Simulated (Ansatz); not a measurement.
Structure of amorphous silicon oxynitride (Si$_{24}$O$_{36}$N$_{8}$) (periodic cell):

```yaml
crystal:
  lattice:
    - [9.68262, 0.00000, 0.00000]
    - [0.00000, 9.68262, 0.00000]
    - [0.00000, 0.00000, 9.68262]
  atoms:
    - { symbol: Si, position: [0.98840, 0.96740, 0.64684] }
    - { symbol: Si, position: [0.13570, 0.67178, 0.31168] }
    - { symbol: Si, position: [0.00604, 0.60504, 0.03955] }
    - { symbol: Si, position: [0.75514, 0.79806, 0.61142] }
    - { symbol: Si, position: [0.27648, 0.19115, 0.21321] }
    - { symbol: Si, position: [0.05147, 0.17643, 0.41902] }
    - { symbol: Si, position: [0.67024, 0.84107, 0.37116] }
    - { symbol: Si, position: [0.57787, 0.10139, 0.20961] }
    - { symbol: Si, position: [0.92282, 0.04624, 0.93301] }
    - { symbol: Si, position: [0.37615, 0.79398, 0.47223] }
    - { symbol: Si, position: [0.72040, 0.27165, 0.99682] }
    - { symbol: Si, position: [0.44317, 0.09346, 0.99820] }
    - { symbol: Si, position: [0.46601, 0.49155, 0.53117] }
    - { symbol: Si, position: [0.18869, 0.10592, 0.81058] }
    - { symbol: Si, position: [0.98352, 0.62911, 0.73333] }
    - { symbol: Si, position: [0.65226, 0.39115, 0.28420] }
    - { symbol: Si, position: [0.82743, 0.62282, 0.37026] }
    - { symbol: Si, position: [0.50470, 0.66584, 0.96921] }
    - { symbol: Si, position: [0.68317, 0.47199, 0.76404] }
    - { symbol: Si, position: [0.77079, 0.78458, 0.08484] }
    - { symbol: Si, position: [0.46574, 0.77435, 0.70422] }
    - { symbol: Si, position: [0.99988, 0.27852, 0.12660] }
    - { symbol: Si, position: [0.38412, 0.49439, 0.23006] }
    - { symbol: Si, position: [0.17211, 0.37788, 0.63311] }
    - { symbol: O, position: [0.58229, 0.55299, 0.87199] }
    - { symbol: O, position: [0.09205, 0.70284, 0.14982] }
    - { symbol: O, position: [0.21115, 0.14904, 0.36159] }
    - { symbol: O, position: [0.63278, 0.79988, 0.73154] }
    - { symbol: O, position: [0.32892, 0.39246, 0.57029] }
    - { symbol: O, position: [0.84386, 0.64443, 0.02393] }
    - { symbol: O, position: [0.72320, 0.93455, 0.51108] }
    - { symbol: O, position: [0.15193, 0.00220, 0.68378] }
    - { symbol: O, position: [0.35336, 0.08698, 0.86277] }
    - { symbol: O, position: [0.79503, 0.45724, 0.34082] }
    - { symbol: O, position: [0.24252, 0.54115, 0.30594] }
    - { symbol: O, position: [0.17803, 0.27079, 0.77048] }
    - { symbol: O, position: [0.59724, 0.43631, 0.62374] }
    - { symbol: O, position: [0.83389, 0.54555, 0.73915] }
    - { symbol: O, position: [0.15363, 0.21423, 0.10192] }
    - { symbol: O, position: [0.88987, 0.04898, 0.76429] }
    - { symbol: O, position: [0.66885, 0.97427, 0.25219] }
    - { symbol: O, position: [0.85133, 0.91730, 0.01337] }
    - { symbol: O, position: [0.36342, 0.33344, 0.18449] }
    - { symbol: O, position: [0.49666, 0.82074, 0.35945] }
    - { symbol: O, position: [0.01186, 0.44415, 0.09365] }
    - { symbol: O, position: [0.22387, 0.79266, 0.39367] }
    - { symbol: O, position: [0.09290, 0.03880, 0.93364] }
    - { symbol: O, position: [0.99686, 0.62789, 0.39399] }
    - { symbol: O, position: [0.06517, 0.30088, 0.52912] }
    - { symbol: O, position: [0.96217, 0.23251, 0.28614] }
    - { symbol: O, position: [0.98187, 0.04015, 0.49138] }
    - { symbol: O, position: [0.70813, 0.32359, 0.83932] }
    - { symbol: O, position: [0.09950, 0.52912, 0.65718] }
    - { symbol: O, position: [0.06255, 0.63748, 0.88463] }
    - { symbol: O, position: [0.67819, 0.38970, 0.11284] }
    - { symbol: O, position: [0.60900, 0.78153, 0.03233] }
    - { symbol: O, position: [0.39532, 0.89939, 0.60862] }
    - { symbol: O, position: [0.40262, 0.75143, 0.86146] }
    - { symbol: O, position: [0.61551, 0.22747, 0.31375] }
    - { symbol: O, position: [0.41902, 0.58750, 0.09278] }
    - { symbol: N, position: [0.88275, 0.20155, 0.01690] }
    - { symbol: N, position: [0.41788, 0.65437, 0.57858] }
    - { symbol: N, position: [0.51180, 0.48189, 0.35309] }
    - { symbol: N, position: [0.77890, 0.75149, 0.25638] }
    - { symbol: N, position: [0.39729, 0.06775, 0.16504] }
    - { symbol: N, position: [0.93254, 0.79428, 0.66633] }
    - { symbol: N, position: [0.60539, 0.13804, 0.02693] }
    - { symbol: N, position: [0.71831, 0.67999, 0.49179] }
```

Methods: PBE, scalar-relativistic without spin-orbit coupling (Ansatz, an electronic-structure program); r2SCAN, scalar-relativistic without spin-orbit coupling (Ansatz); HSE06, scalar-relativistic without spin-orbit coupling (Ansatz); PBE0, scalar-relativistic without spin-orbit coupling (Ansatz). Neutral PBE cell, which sets geometry, pressure and energy: sampling: a 2×2×2 Γ-centred mesh; Fermi-Dirac width 0.02 eV; no spin polarisation. Exact exchange is cut at the faces of this 10 Å cell, which leaves hybrid gaps a finite-size error.

The cell was made by melting and quenching with the CHGNet potential and then relaxed with DFT. O and N atoms were pushed apart under 1.9 Å during the dynamics, to hinder bonds among them. The hot cell started wider than the set density and was brought back towards it in steps. It is the lowest in DFT energy of 2 quenches. It is a model cell: composition and starting density were chosen by hand, and all elements were melted together. No dispersion term was used. A short ab initio anneal came between quench and relaxation. Its density started from a set value of 2.55 and ended at 2.49 g/cm³. The simulated quench (nominally 91 K/ps over its main leg) is rapid and tends to freeze in more defects than a deposited or slowly cooled glass has. A cell of this size samples the disorder only roughly. The volume was free in the relaxation, at fixed shape.

Problem. Give the pressure and the spacing of the highest filled and lowest empty levels.

Solution. 
| Item | Result |
|---|---|
| Pressure on a 2×2×2 Γ-centred mesh | 0.03 GPa |
| Largest force and stress component on that mesh (the relaxation ran on the zone centre alone) | 0.04 eV/Å and 2.2 GPa |
| Gap between localised states on a 2×2×2 Γ-centred mesh (PBE) | 2.69 eV |
| Gap between localised states at the zone centre (PBE) | 2.69 eV |
| Gap between localised states at the zone centre (r2SCAN) | 3.22 eV |
| Gap between localised states at the zone centre (HSE06) | 4.23 eV |
| Gap between localised states at the zone centre (PBE0) | 5.00 eV |
| Distance between the nearest levels spread over more than a fifth of the atoms or a third of the atoms of their main element (six at least) (PBE, zone centre) | 4.56 eV |

Problem. At PBE and the zone centre, how localised are the states just below and above the Fermi level (participation number: the atoms over which a state spreads)?

Solution. The highest filled state is spread over 3.1 atoms' worth, largest on N68, with weights by element (charge in smoothed Voronoi cells) N 0.68, O 0.22, Si 0.09. The lowest empty state is spread over 6.8 atoms' worth, largest on Si12, with weights by element (charge in smoothed Voronoi cells) Si 0.48, O 0.35, N 0.17.

At PBE the levels at both edges of the gap are localised (band-tail or defect states), and the nearest spread-out levels lie 4.6 eV apart at the zone centre.

Neighbours within Si-Si 2.60 Å, Si-O 1.90 Å, Si-N 2.18 Å, O-O 1.58 Å, O-N 1.64 Å, N-N 1.70 Å count as bonded. Two cations that share two anions don't count as bonded, nor two that share one unless they lie closer than Si-Si 2.38 Å.

Added carriers, by PBE, scalar-relativistic without spin-orbit coupling (Ansatz) on the zone centre alone. Charged cells keep the cell fixed and stand in a uniform background, with no image correction, at a width of 0.01 eV; where the count is odd the moment is locked at 1 μB, unless the neutral cell bore moments. Each starts from the undistorted neutral geometry alone. PBE's self-interaction favours spread-out carriers, so it can miss traps that a hybrid finds.

Problem. What happens at PBE when the cell takes an extra electron and the atoms relax?

Solution. Relaxation lowers the charged cell by 1.41 eV. The largest moves are Si12 0.46 Å, O33 0.29 Å, O36 0.16 Å, Si14 0.11 Å. The level that holds the added charge spreads over 3.5 atoms' worth, most on Si12 (weight 0.51): a localised (trapped) carrier, which neighbours of that atom can share. No bond crosses its cut-off with a change of over 0.15 Å. Made neutral again at that geometry, the cell lies +1.18 eV from the neutral start (a closed shell was imposed there, with levels 0.12 eV apart, so this is an upper bound).

Problem. What happens at PBE when the cell takes a hole and the atoms relax?

Solution. Relaxation lowers the charged cell by 0.65 eV. The largest moves are N68 0.34 Å, Si7 0.27 Å, O31 0.24 Å, O41 0.15 Å. The level that was emptied spreads over 2.4 atoms' worth, most on N68 (weight 0.63): a localised (trapped) carrier, which neighbours of that atom can share. Bonds broken: Si7-N68. Made neutral again at that geometry, the cell lies +1.06 eV from the neutral start (a closed shell was imposed there, with levels 0.54 eV apart, so this is an upper bound).
